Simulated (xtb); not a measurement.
xtb 6.7.1, GFN2-xTB: B(F)(OMe)(tBu) (COB(F)C(C)(C)C), 20 atoms. The geometry is a generated start, not checked to be a minimum at this level.

* **method**: GFN2-xTB
* **--acc**: 1 (default)
* **--etemp (K)**: 300 (default)
* **detailed input (--input)**: none: ANC optimiser, Lindh (1995) Hessian, microcycle=20, maxdispl=1.0, hlow=0.01 (default)
* **basis functions**: 44
* **valence electrons**: 48

```xyz
20

B      1.1978     0.0162    -0.4380
F      2.4029     0.3521     0.0665
O      1.3142    -0.3972    -1.6905
C      0.3826    -0.8392    -2.6402
H      0.4591    -0.1881    -3.5160
H      0.6505    -1.8574    -2.9366
H     -0.6409    -0.8250    -2.2698
C     -0.0315     0.1993     0.6028
C     -1.4287    -0.1917     0.1046
C      0.2831    -0.6485     1.8482
C     -0.0714     1.6794     1.0260
H     -2.1542    -0.0414     0.9036
H     -1.4649    -1.2401    -0.1842
H     -1.7315     0.4245    -0.7392
H      0.2800    -1.7088     1.6028
H      1.2616    -0.3933     2.2451
H     -0.4629    -0.4718     2.6218
H      0.9034     1.9970     1.3847
H     -0.3502     2.3112     0.1857
H     -0.7990     1.8226     1.8226
```

The structure is relaxed from this start with --opt LEVEL for the levels crude, sloppy, loose, lax, normal, tight, vtight, extreme, once each. Up to the end of the extreme run atoms move by at most 0.92 Å along an axis.

### Question
Choose the cheapest level whose final energy lies within 5 meV of that of extreme.

### Answer
vtight: 68 cycles against 68, ending 0.000 meV above.

```
level    cycles  energy above the extreme run (meV)  gradient norm (eV/Å)
-------  ------  ----------------------------------  --------------------
crude         1                                  23                  0.16
sloppy        1                                  23                  0.16
loose         1                                  23                  0.16
lax           2                                  22                 0.074
normal        4                                  22                 0.042
tight         6                                  22                0.0094
vtight       68                          under 0.01                0.0025
extreme      68                                   —                0.0025
```
